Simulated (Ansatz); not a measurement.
The parent structure is CeO$_{2}$ in the fluorite structure (space group Fm-3m, No. 225; a = 5.464 Å).

All numbers come from PBE in Ansatz (plane waves to 420 eV, PAW, spin-orbit coupling left out), earlier PAW set.

| level | band gap | lattice parameter a |
|---|---|---|
| PBE | 1.87 eV | 5.464 Å |

Question: What does experiment give, and how far off is each level?

Answer: Measured: band gap 3 eV (temperature not stated; as listed in Fabien Tran et al., Journal of Applied Physics (2019)); lattice parameter a 5.391 Å (0 K or low temperature; as listed in Stimac, Jared C., Goldman, Nir, arXiv (2024)). Computed minus measured — band gap: PBE -1.13 eV; lattice parameter a: PBE +1.4 %. Measured values not marked as corrected hold thermal and zero-point effects that the static-lattice runs lack. A measured gap can be an optical one, lowered by exciton binding. Levels without spin-orbit coupling miss its effect on the gap.

Stability against distortions was not tested. Starting moments died away, wholly or in part, for the base; another magnetic solution may exist. All final runs are without spin polarisation.

Ansatz is a quantum-chemistry and plane-wave program.
